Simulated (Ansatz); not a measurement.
Consider the following.

End structure of the (210) surface of fcc Pt in its 1x1 cell, outermost plane spacing 0.89 Å in the ideal cut:

```
CELL_PARAMETERS angstrom
      3.97000     0.00000     0.00000
     -1.98500     4.43859     0.00000
      0.00000     0.00000    26.00000
ATOMIC_POSITIONS crystal
  Pt 0.29765 0.59565 0.31976
  Pt 0.60364 0.20748 0.34464
  Pt 0.90950 0.81929 0.37736
  Pt 0.19950 0.39912 0.41649
  Pt 0.49738 0.99469 0.44843
  Pt 0.79980 0.59963 0.48314
  Pt 0.10020 0.20036 0.51686
  Pt 0.40262 0.80531 0.55157
  Pt 0.70050 0.40088 0.58351
  Pt 0.99050 0.98071 0.62264
  Pt 0.29636 0.59252 0.65536
  Pt 0.60235 0.20435 0.68024
```

Slab: 12 atoms, 9.8 Å thick at the start (thin: gaps and levels are the slab's own); k 10x9x1, smearing 0.1 eV, dipole-corrected; all atoms relaxed; held to the part of the start's symmetry that mesh and held atoms allow; no spin, no spin-orbit, no U.

### Question
Predict the work function of the top face from PBE (Ansatz, a program for electronic structure).

### Answer
5.28 eV

### Question
What surface energy (mean of both faces) does PBE give?

### Answer
1.92 J/m²
